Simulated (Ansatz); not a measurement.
**Evanescent states of Bi₂Se₃ (R-3m, 5 atoms a cell, 28.2 Å³ an atom) along the normal of (101)**

These are r2SCAN (plane waves, PAW; Ansatz, an electronic-structure program) values and carry that method's errors.

The gap is the functional's own. No spin-orbit coupling. Mid-gap values are interpolated on the energy grid.

Energies count from the valence-band top; κ is the least over a 8×4 mesh across the current.

```json
[
 {"E (eV)": "0.03", "κ (1/Å)": "0.029", "where": "Γ"},
 {"E (eV)": "0.07", "κ (1/Å)": "0.049", "where": "Γ"},
 {"E (eV)": "0.12", "κ (1/Å)": "0.061", "where": "Γ"},
 {"E (eV)": "0.17", "κ (1/Å)": "0.070", "where": "Γ"},
 {"E (eV)": "0.23", "κ (1/Å)": "0.069", "where": "Γ"},
 {"E (eV)": "0.28", "κ (1/Å)": "0.062", "where": "Γ"},
 {"E (eV)": "0.33", "κ (1/Å)": "0.052", "where": "Γ"},
 {"E (eV)": "0.38", "κ (1/Å)": "0.037", "where": "Γ"}
]
```

Task: How thick must the barrier be to attenuate the transmission by 10^6 when the electrodes' Fermi level lies at 0.07 eV, and what attenuation does that film give at 0.23 eV?

Result: d = 6 ln 10 / (2 × 0.049) = 141.0 Å. At 0.23 eV it gives 6 × 0.069/0.049 = 8.4 decades.
